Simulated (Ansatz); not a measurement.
The parent structure is HfO2 (space group Pca2_1, No. 29).

```xyz
12
Lattice="5.2472 0.0000 0.0000 0.0000 5.0306 0.0000 0.0000 0.0000 5.0598" Properties=species:S:1:pos:R:3 pbc="T T T"
Hf     0.1703     1.3432     1.2577
Hf     5.0768     3.6874     3.7877
Hf     2.7939     3.6874     1.2577
Hf     2.4533     1.3432     3.7877
O      1.9260     0.3521     0.5510
O      3.3212     4.6785     3.0809
O      4.5496     4.6785     0.5510
O      0.6976     0.3521     3.0809
O      1.2179     2.7109     5.0524
O      4.0293     2.3197     2.5225
O      3.8415     2.3197     5.0524
O      1.4057     2.7109     2.5225
```

Cartesian axes are those of the cell as printed.

Calculations: r2SCAN in Ansatz (plane waves to 500 eV, PAW, no spin-orbit coupling), earlier PAW set.

Before the change:

```
Quantity     Value
--------  --------
Pressure  0.00 GPa
```

Perturbation: the symmetric strain tensor [0.0016 -0.0092 0.0015; -0.0092 -0.0018 0.0101; 0.0015 0.0101 -0.0112]; the atoms relax in the strained cell.

Question: What happens to the energy relative to the base and pressure?

Answer: The energy rises by 5.0 meV/atom; the pressure (mean of the normal stresses, compression positive) goes from zero to 2.68 GPa.

No phonon test of stability was made. This is not the structure that HfO2 has at room temperature and ambient pressure.

Ansatz is a program for electronic structure.
